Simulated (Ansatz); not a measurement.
# Lattice parameter c of β-phase InSe (model structure) at several levels of theory

No measured value is used here.

```csv
level (code),value (Å)
LDA (Ansatz),16.458
PBE (Ansatz),18.611
PBEsol (Ansatz),17.001
PBE-D3(BJ) (Ansatz),___
PBE-D4 (Ansatz),16.733
rVV10 (Ansatz),___
r²SCAN (Ansatz),17.438
HSE06-D3(BJ) (Ansatz),___
PBE0-D4 (Ansatz),16.652
```

### Question
What belongs in the gaps?

### Answer

- PBE-D3(BJ) (Ansatz, a quantum-chemistry and plane-wave program), value (Å): 16.768
- rVV10 (Ansatz), value (Å): 16.889
- HSE06-D3(BJ) (Ansatz), value (Å): 16.501

K meshes differ between the levels. Ansatz's density-functional and Hartree–Fock values are scalar-relativistic unless marked +SOC, with PAW data made under PBE.

A model structure was made by putting elements into a prototype or built by hand; it is no filed structure, need not be a known phase, and can be a saddle point held by its symmetry.
